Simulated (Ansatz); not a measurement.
System: SiO2 (I-42d, No. 122, 6 atoms in the cell; start mp-546794; a measured phase of this formula has another space group). Method: r²SCAN+rVV10 (PAW; Ansatz, a first-principles code).

Settings: plane-wave cutoff 560 eV, 10×10×10 k mesh, Fermi–Dirac smearing 0.01 eV, scalar-relativistic PAW data made under PBE.

Cell (relaxed at this level):

```
O2Si
1.0
   -2.43353     2.43353     3.64784
    2.43353    -2.43353     3.64784
    2.43353     2.43353    -3.64784
Si O
2 4
Cartesian
  0.00000   0.00000   0.00000
  0.00000   2.43353   1.82392
  0.53941   1.21677   0.91196
 -1.21677   1.89412   2.73588
 -0.53941   3.65030   0.91196
  1.21677   2.97294   2.73588
```

What does this level give for the band gap?


* **band gap**: 6.56 eV (on the SCF k mesh)

Note: the relaxation could not lower the start's symmetry, so the cell can be a saddle point above a distorted one.

Static lattice: no zero-point or thermal effects.

Computing time: roughly 6 core-minutes.

A start named mp-… is a Materials Project structure, which need not be a measured phase.
